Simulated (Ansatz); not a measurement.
```cif
data_B4P4
_chemical_formula_sum 'P4 B4'
_space_group_name_H-M_alt 'F-43m'
_space_group_IT_number 216
_space_group_name_Hall 'F -4 2 3'
_cell_length_a 4.29530
_cell_length_b 4.29530
_cell_length_c 4.29530
_cell_angle_alpha 90.000
_cell_angle_beta 90.000
_cell_angle_gamma 90.000
loop_
_atom_site_label
_atom_site_type_symbol
_atom_site_symmetry_multiplicity
_atom_site_Wyckoff_symbol
_atom_site_fract_x
_atom_site_fract_y
_atom_site_fract_z
_atom_site_occupancy
P1 P 4 d 0.75000 0.75000 0.75000 1
B1 B 4 a 0.00000 0.00000 0.00000 1
```
(The calculation used a cell of 2 atoms; values per cell refer to that cell.)

Dynamical quadrupoles are not included in the interpolation of the phonons between the solved wave vectors. The pressure is 30 GPa. The structure is held there; whether it is the stable one at that pressure was not tested.

Question: By how much do the lattice constants and the volume change from 300 K to 875 K (the quasi-harmonic free energy, Ansatz, a program for electronic structure, LDA functional, plane-wave PAW), and how far does the bulk modulus soften?

Answer: a by 0.15 %, the volume by 0.44 %; B_T goes from 276 to 270 GPa. The crystal is held in this phase throughout; melting and phase transitions are not modelled.
